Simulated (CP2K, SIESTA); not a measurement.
A SIESTA input for a self-consistent single point of Li2Se (Fm-3m, 3 atoms in the cell) (DFT, GGA PBE, numerical atomic orbitals DZP, PseudoDojo PBE standard norm-conserving potentials (rewritten from UPF to PSML)):

```
# files in the folder: Li.psml Se.psml (PseudoDojo PBE standard)
SystemName  Li2Se
SystemLabel siesta

NumberOfAtoms                3
NumberOfSpecies              2
%block ChemicalSpeciesLabel
  1 3 Li
  2 34 Se
%endblock ChemicalSpeciesLabel
LatticeConstant              1.0 Bohr
%block LatticeVectors
     0.000000000    5.511431596    5.511431596
     5.511431596    0.000000000    5.511431596
     5.511431596    5.511431596    0.000000000
%endblock LatticeVectors
AtomicCoordinatesFormat      ScaledCartesian
%block AtomicCoordinatesAndAtomicSpecies
     8.267147394    8.267147394    8.267147394  1
     2.755715798    2.755715798    2.755715798  1
     0.000000000    0.000000000    0.000000000  2
%endblock AtomicCoordinatesAndAtomicSpecies

XC.functional                GGA
XC.authors                   PBE
PAO.BasisSize                DZP
PAO.EnergyShift              0.01 Ry
PAO.Polarization.NonPerturbative true
MeshCutoff                   400 Ry
%block kgrid.MonkhorstPack
    7   0   0  0.0
    0   7   0  0.0
    0   0   7  0.0
%endblock kgrid.MonkhorstPack
OccupationFunction           FD
ElectronicTemperature        10.0 meV

MaxSCFIterations             150
SCF.Mixer.Method             Pulay
SCF.Mixer.Weight             0.2
SCF.Mixer.History            6
SCF.DM.Tolerance             1.0E-04
Diag.ParallelOverK           true
WriteForces                  true
Charge.Mulliken              end
```

### Question
Write the same calculation as an input for CP2K.

### Answer
One input that does it (others would too):

```
&GLOBAL
  PROJECT run
  RUN_TYPE ENERGY_FORCE
  PRINT_LEVEL MEDIUM
&END GLOBAL
&FORCE_EVAL
  METHOD Quickstep
  STRESS_TENSOR ANALYTICAL
  &DFT
    BASIS_SET_FILE_NAME BASIS_MOLOPT
    POTENTIAL_FILE_NAME GTH_POTENTIALS
    &QS
      METHOD GPW
      EPS_DEFAULT 1E-10
    &END QS
    &MGRID
      CUTOFF 400
      REL_CUTOFF 40
      NGRIDS 4
    &END MGRID
    &SCF
      SCF_GUESS ATOMIC
      EPS_SCF 1E-6
      MAX_SCF 100
      ADDED_MOS 4
      &DIAGONALIZATION
        ALGORITHM STANDARD
      &END DIAGONALIZATION
      &MIXING
        METHOD BROYDEN_MIXING
        ALPHA 0.2
        NBUFFER 10
      &END MIXING
      &SMEAR ON
        METHOD FERMI_DIRAC
        ELECTRONIC_TEMPERATURE [K] 116.05
      &END SMEAR
    &END SCF
    &KPOINTS
      SCHEME MONKHORST-PACK 7 7 7
    &END KPOINTS
    &XC
      &XC_FUNCTIONAL PBE
      &END XC_FUNCTIONAL
    &END XC
    &PRINT
      &MO
        EIGENVALUES T
        OCCUPATION_NUMBERS T
        NDIGITS 8
        FILENAME mo
        &EACH
          QS_SCF 0
        &END EACH
        ADD_LAST NUMERIC
      &END MO
      &MULLIKEN ON
      &END MULLIKEN
    &END PRINT
  &END DFT
  &SUBSYS
    &CELL
      A 4.12458800 0.00000000 0.00000000
      B 2.06229400 3.57199800 0.00000000
      C 2.06229400 1.19066600 3.36771200
      PERIODIC XYZ
    &END CELL
    &COORD
      Li       6.18688200     3.57199800     2.52578400
      Li       2.06229400     1.19066600     0.84192800
      Se       0.00000000     0.00000000     0.00000000
    &END COORD
    &KIND Li
      BASIS_SET DZVP-MOLOPT-SR-GTH-q3
      POTENTIAL GTH-PBE-q3
    &END KIND
    &KIND Se
      BASIS_SET DZVP-MOLOPT-SR-GTH-q6
      POTENTIAL GTH-PBE-q6
    &END KIND
  &END SUBSYS
  &PRINT
    &FORCES ON
    &END FORCES
    &STRESS_TENSOR ON
    &END STRESS_TENSOR
  &END PRINT
&END FORCE_EVAL
```

Basis, cutoffs, solver keys and any potentials are the target program's own. This input uses DFT PBE, GPW, DZVP-MOLOPT-SR-GTH basis, GTH-PBE potentials (GTH_POTENTIALS). Both were run: pressure 3.78 GPa in SIESTA and 4.06 in CP2K; gap on the mesh 3.286 eV in SIESTA and 3.401 in CP2K.

On SIESTA: the starting cell comes from a database of computed structures (which also holds hypothetical and non-ambient phases and stackings), without a prior relaxation at this level. For this run, on top of that: lattice scaled by 0.98. Values carry the incompleteness of an atom-centred basis. With a pressure of about 4 GPa the cell is away from its equilibrium volume at this level.

On CP2K: the starting cell comes from a database of computed structures (which also holds hypothetical and non-ambient phases and stackings), without a prior relaxation at this level. For this run, on top of that: lattice scaled by 0.98. Values carry the incompleteness of an atom-centred basis. With a pressure of about 4 GPa the cell is away from its equilibrium volume at this level.
